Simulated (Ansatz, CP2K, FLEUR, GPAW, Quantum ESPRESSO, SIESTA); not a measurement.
**Code comparison for As (R-3m, 2 atoms in the cell)**

Self-consistent single point.

```
As
1.0
    1.85038     1.06831     3.65099
   -1.85038     1.06831     3.65099
    0.00000    -2.13663     3.65099
As
2
Cartesian
  0.00000   0.00000   2.45818
  0.00000   0.00000   8.49481
```

All programs got the same cell, k-point mesh and kind of occupations (in Ansatz's words: kpoints.mp_grid.grid = 9 9 9; scf.occupations.method = fermi_dirac; scf.occupations.width = 0.0073 Ry); potentials, basis and cutoffs are each program's usual ones.

| code | model | pressure (GPa) | largest force (eV/Å) | k-points | cutoff |
|---|---|---|---|---|---|
| Quantum ESPRESSO | PBE, SSSP 1.1.2 efficiency (PBE) pseudopotentials | 5.35 | 0.620 | 85 | 35 Ry |
| FLEUR | PBE, all-electron FLAPW (FLEUR), scalar-relativistic valence | – | 0.679 | 85 | Kmax 3.6 1/bohr |
| CP2K | PBE, GPW, DZVP-MOLOPT-SR-GTH basis, GTH-PBE potentials (GTH_POTENTIALS) | 5.92 | 0.755 | 365 | grid 400 Ry |
| GPAW | PBE, GPAW PAW datasets PBE (gpaw-data 1.0.1) | 5.46 | 0.640 | 85 | 600 eV |
| Ansatz | PBE, default PAW files | 5.18 | 0.574 | 85 | default |
| SIESTA | GGA PBE, numerical atomic orbitals DZP, PseudoDojo PBE standard norm-conserving potentials (rewritten from UPF to PSML) | 9.94 | 1.581 | 365 | grid 400 Ry |

A dash marks a value that a program does not give, or that is left out as unsure.

The spread over the programs that give each value: pressure within 4.76 GPa; largest force within 1.007 eV/Å.

The starting cell comes from a database of computed structures (which also holds hypothetical and non-ambient phases and stackings), without a prior relaxation at this level. Its lattice was rescaled by a random factor within 2.5 % of one. On Ansatz's run: In the base run, with a pressure of about 5 GPa the cell is away from its equilibrium volume at this level.

### Question
Why do the programs differ, and what cannot be compared?

### Answer
Differences of this kind can come from the potentials, where these differ, and from what each basis and cutoff leave unconverged. The valence holds different numbers of electrons (Quantum ESPRESSO 10, FLEUR 30, CP2K 10, GPAW 10, Ansatz (an electronic-structure program) 30, SIESTA 30). The zero of total energies and Fermi levels follows the potentials and each program's conventions, so they are not compared here. CP2K and SIESTA use small atom-centred bases, whose incompleteness enters pressures, forces and empty levels differently from a plane-wave cutoff. FLEUR treats all electrons, but the usual bases taken here (sphere radii, linearisation, local orbitals, empty states) were not tested for convergence, so the values are no reference for the others. Ansatz's pressure is given at a fixed set of plane waves, as the other plane-wave codes print theirs. Ansatz's smearing width was typed in Ry to four decimals, so it matches the others to a few per cent. The programs reduce the same mesh by symmetry to different extents, which changes the work and not the result. In the pressure, SIESTA (by 4.59) lies more than 1 GPa from the median of the plane-wave programs. In the force vectors, CP2K (by 0.135) and SIESTA (by 0.961) lie more than 0.08 eV/Å from the median of the plane-wave programs.

Left out of this page: ABINIT (failed or unconverged); Elk (not drawn, or without a comparable value).

Keys are those of Ansatz 0.2.
